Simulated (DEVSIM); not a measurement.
Device: Au/La2O3/p-Si capacitor, at 400 K.

Layer 1 from the left is La2O3, thickness (nm) 3.30. Layer 2 from the left is Si, thickness (nm) 17000, Na (cm⁻³) 5.5e13.

Metal gate on the left, work function 5.1 eV. Fixed charge at the semiconductor interface -6.1e10 cm⁻² (in units of +e); no interface traps.

The device is made up for the run: typed textbook-type constants, with dimensions and the other settings drawn at random. Values at 300 K; Nc and Nv go as T^1.5, mobilities as T to minus their exponent, the gap by Varshni's rule with the affinity fixed.

La2O3: gap (eV) 5.8, affinity (eV) 1.8, permittivity 27. Si: gap (eV) 1.124, affinity (eV) 4.05, permittivity 11.7, Nc (cm⁻³) 2.86e19, Nv (cm⁻³) 3.1e19, Varshni α (eV/K) 0.000473, Varshni β (K) 636.

Estimate by hand the flat-band voltage, the threshold voltage, and compare with a numerical solution.


- Flat-band voltage: C = 7.24 μF/cm², work-function difference 0.425 V; VFB = φms − qNf/C = 0.43 V; numerical 0.43 V.
- Threshold voltage: φF = 0.079 V, depletion charge √(4εqNφF) = 1.69e-9 C/cm²; VT = VFB + 2φF + Qd/C = 0.58 V; numerical 0.58 V.

DEVSIM, 1D Poisson equation in equilibrium, Boltzmann statistics, complete ionisation; no quantum confinement or tunnelling. Metal contacts follow the ideal Schottky-Mott rule: no Fermi-level pinning, no interface dipoles.
